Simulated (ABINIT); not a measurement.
```
CuZn
1.0
    2.89100     0.00000     0.00000
    0.00000     2.89100     0.00000
    0.00000     0.00000     2.89100
Zn Cu
1 1
Cartesian
  1.44550   1.44550   1.44550
  0.00000   0.00000   0.00000
```

Method: PBE, PAW (JTH v2.0 PBE PAW) (plane waves; ABINIT).

The set-up and first iterations of an ABINIT log for CuZn (Pm-3m, 2 atoms in the cell):

```
 Symmetries : space group Pm -3 m (#221); Bravais cP (primitive cubic)

 -outvars: echo values of preprocessed input variables --------
            acell      5.4631982263E+00  5.4631982263E+00  5.4631982263E+00 Bohr
             ecut      3.00000000E+01 Hartree
           enunit           2
              ixc     -101130
         kptrlatt       15    0    0      0   15    0      0    0   15
          kptrlen      8.19479734E+01
            natom           2
            nband          22
            ngfft          30      30      30
          ngfftdg          40      40      40
             nkpt         120
            nstep          60
             nsym          48
           ntypat           2
           occopt           7
        pawecutdg      6.00000000E+01 Hartree
         pawxcdev           0
          spgroup         221
           tolvrs      1.00000000E-10
           tsmear      9.99581651E-03 Hartree
            typat      1  2
           useylm           1
             xred      4.9999999999E-01  4.9999999999E-01  4.9999999999E-01
                      -9.1521235035E-12 -9.1521235035E-12 -9.1521235035E-12
            znucl       30.00000   29.00000

== DATASET  1 ==================================================================

 Real(R)+Recip(G) space primitive vectors, cartesian coordinates (Bohr,Bohr^-1):
 R(1)=  5.4631982  0.0000000  0.0000000  G(1)=  0.1830430  0.0000000  0.0000000
 R(2)=  0.0000000  5.4631982  0.0000000  G(2)=  0.0000000  0.1830430  0.0000000
 R(3)=  0.0000000  0.0000000  5.4631982  G(3)=  0.0000000  0.0000000  0.1830430
 Unit cell volume ucvol=  1.6305754E+02 bohr^3
 Angles (23,13,12)=  9.00000000E+01  9.00000000E+01  9.00000000E+01 degrees

 Coarse grid specifications (used for wave-functions):

 getcut: wavevector=  0.0000  0.0000  0.0000  ngfft=  30  30  30
         ecut(hartree)=     30.000   => boxcut(ratio)=   2.22715

 Fine grid specifications (used for densities):

 getcut: wavevector=  0.0000  0.0000  0.0000  ngfft=  40  40  40
         ecut(hartree)=     60.000   => boxcut(ratio)=   2.09977

   1.40917608E+03                                ecore*ucvol(ha*bohr**3)

 newkpt: prtvol=0 or 1, do not print more k-points.
_setup2: Arith. and geom. avg. npw (full set) are    1279.752    1279.739
--- !BeginCycle
solver: {iscf: 17, nstep: 60, nline: 4, wfoptalg: 10, }
tolerances: {tolvrs: 1.00E-10, }
...

     iter   Etot(hartree)      deltaE(h)  residm     nres2
 ETOT  1  -253.71399487395    -2.537E+02 6.171E+01 9.781E+01
 ETOT  2  -265.28451775736    -1.157E+01 3.685E+00 1.500E+03
 ETOT  3  -262.76910240947     2.515E+00 1.301E+00 2.108E+02
 ETOT  4  -262.17677295524     5.923E-01 1.550E+00 6.199E+00
 ETOT  5  -262.31516336650    -1.384E-01 4.818E-01 9.893E+00
```

Problem. How does the run end?

Solution. The run converged in 43 iterations. Convergence of the loop says nothing yet on basis, mesh or lower states. It ends on: free energy E − TS -7137.02 eV; Fermi level (on the code's own zero) 10.53 eV; pressure 9.94 GPa. The log goes on:

```
   [... 34 lines left out ...]
 ETOT 40  -262.28063758700     1.614E-11 6.544E-04 1.898E-09
 ETOT 41  -262.28063758700     1.762E-12 2.017E-04 2.634E-10
 ETOT 42  -262.28063758700     7.390E-13 3.116E-04 2.855E-10
 ETOT 43  -262.28063758700    -5.684E-13 1.334E-04 5.789E-11
 At SCF step   43       nres2   =  5.79E-11 < tolvrs=  1.00E-10 =>converged.

 Cartesian components of stress tensor (hartree/bohr^3)
  sigma(1 1)= -3.37737296E-04  sigma(3 2)=  0.00000000E+00
  sigma(2 2)= -3.37737296E-04  sigma(3 1)=  0.00000000E+00
  sigma(3 3)= -3.37737296E-04  sigma(2 1)=  0.00000000E+00

 ----iterations are completed or convergence reached----

 reduced coordinates (array xred) for    2 atoms
       0.499999999991      0.499999999991      0.499999999991
      -0.000000000009     -0.000000000009     -0.000000000009
 cartesian forces (eV/Angstrom) at end:
    1     -0.00000000000000    -0.00000000000000    -0.00000000000000
    2     -0.00000000000000    -0.00000000000000    -0.00000000000000
 frms,max,avg= 0.0000000E+00 0.0000000E+00   0.000E+00  0.000E+00  0.000E+00 e/A
 length scales=  5.463198226300  5.463198226300  5.463198226300 bohr
              =  2.890999987367  2.890999987367  2.890999987367 angstroms
   [... lines left out ...]
 Fermi (or HOMO) energy (hartree) =   0.38694   Average Vxc (hartree)=  -0.43207
 Fermi (or HOMO) energy (eV) =  10.52927   Average Vxc (eV)= -11.75712
   [... lines left out ...]
local_psp           : -1.60070580978699E+02
internal            : -2.62280008953335E+02
'-kT*entropy'       : -6.33103133202388E-04
total_energy        : -2.62280642056468E+02
total_energy_eV     : -7.13701923004581E+03
...

-Cartesian components of stress tensor (GPa)         [Pressure=  9.9366E+00 GPa]
- sigma(1 1)= -9.93657264E+00  sigma(3 2)=  0.00000000E+00
- sigma(2 2)= -9.93657264E+00  sigma(3 1)=  0.00000000E+00
- sigma(3 3)= -9.93657264E+00  sigma(2 1)=  0.00000000E+00

 Calculation completed.
```

For comparison: a first run was changed to give this one (lattice scaled by 0.98), and from it to this one the free energy rises by 26.5 meV/atom and the pressure goes from 1.28 to 9.94 GPa.

The starting cell has typed, rounded lattice constants, without a prior relaxation at this level. For this run, on top of that: lattice scaled by 0.98. Spin polarisation is off. With a pressure of about 10 GPa the cell is away from its equilibrium volume at this level.

The run was DFT, PBE, plane waves, PAW (JTH v2.0 PBE PAW). Main settings of its input:

```
setting                                        value
----------  ----------------------------------------
pseudos     [Zn.GGA_PBE-JTH.xml, Cu.GGA_PBE-JTH.xml]
ecut                                           30 Ha
pawecutdg                                      60 Ha
pawxcdev                                           0
occopt                                             7
tsmear                                      0.272 eV
ngkpt                                       15 15 15
nshiftk                                            1
shiftk                                         0 0 0
potentials                          JTH v2.0 PBE PAW
nband                                             22
kptopt                                             1
```
